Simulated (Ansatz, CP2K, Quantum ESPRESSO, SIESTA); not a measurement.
# One structure in several programs: LaS₂ (P4/nmm, 6 atoms in the cell)

Self-consistent single point.

```xyz
6
Lattice="4.0463 0.0000 0.0000 0.0000 4.0463 0.0000 0.0000 0.0000 8.3177" Properties=species:S:1:pos:R:3 pbc="T T T"
La     0.0000     2.0232     6.0239
La     2.0232     0.0000     2.2938
S      0.0000     2.0232     3.0274
S      2.0232     0.0000     5.2903
S      0.0000     0.0000     0.0000
S      2.0232     2.0232     0.0000
```

All programs got the same cell, k-point mesh and kind of occupations (in Ansatz's words: kpoints.mp_grid.grid = 7 7 4; scf.occupations.method = fermi_dirac; scf.occupations.width = 0.1 eV); potentials, basis and cutoffs are each program's usual ones.

```csv
code,model,pressure (GPa),largest force (eV/Å),k-points,cutoff
SIESTA,"GGA PBEsol, numerical atomic orbitals DZP, PseudoDojo PBEsol standard norm-conserving potentials (rewritten from UPF to PSML)",-0.85,0.158,102,grid 300 Ry
CP2K,"PBEsol, GPW, DZVP-MOLOPT-SR-GTH basis, GTH-PBE potentials (GTH_POTENTIALS)",-2.38,0.060,99,grid 500 Ry
Ansatz,"PBEsol, PAW files made with PBE",-3.53,0.049,30,default
Quantum ESPRESSO,"PBEsol, GBRV 1.5 ultrasoft (PBESOL) pseudopotentials",-3.47,0.054,30,40 Ry
```

Size of the force on each atom (eV/Å): Sizes of forces hide their directions.

```json
[
 {"code": "SIESTA", "La1": "0.158", "La2": "0.158", "S3": "0.083", "S4": "0.083", "S5": "0.000", "S6": "0.000"},
 {"code": "CP2K", "La1": "0.060", "La2": "0.060", "S3": "0.032", "S4": "0.032", "S5": "0.000", "S6": "0.000"},
 {"code": "Ansatz", "La1": "0.049", "La2": "0.049", "S3": "0.011", "S4": "0.011", "S5": "0.000", "S6": "0.000"},
 {"code": "Quantum ESPRESSO", "La1": "0.054", "La2": "0.054", "S3": "0.017", "S4": "0.017", "S5": "0.000", "S6": "0.000"}
]
```

The spread over the programs that give each value: pressure within 2.68 GPa; largest force within 0.109 eV/Å.

The starting cell comes from a database of computed structures (which also holds hypothetical and non-ambient phases and stackings), without a prior relaxation at this level. On Ansatz's run: In the base run, with a pressure of about -4 GPa the cell is away from its equilibrium volume at this level.

### Question
Why do the programs differ, and what cannot be compared?

### Answer
Differences of this kind can come from the potentials, where these differ, and from what each basis and cutoff leave unconverged. The zero of total energies and Fermi levels follows the potentials and each program's conventions, so they are not compared here. SIESTA and CP2K use small atom-centred bases, whose incompleteness enters pressures, forces and empty levels differently from a plane-wave cutoff. Ansatz's pressure is given at a fixed set of plane waves, as the other plane-wave codes print theirs. The programs reduce the same mesh by symmetry to different extents, which changes the work and not the result. In the pressure, SIESTA (by 2.65) and CP2K (by 1.12) lie more than 1 GPa from the median of the plane-wave programs. In the force vectors, SIESTA (by 0.106) lies more than 0.08 eV/Å from the median of the plane-wave programs.

Left out of this page: ABINIT (stopped by limits of time or memory); Elk and FLEUR (not drawn, or without a comparable value).

Ansatz is a program for electronic structure.

Keys are those of Ansatz 0.2.
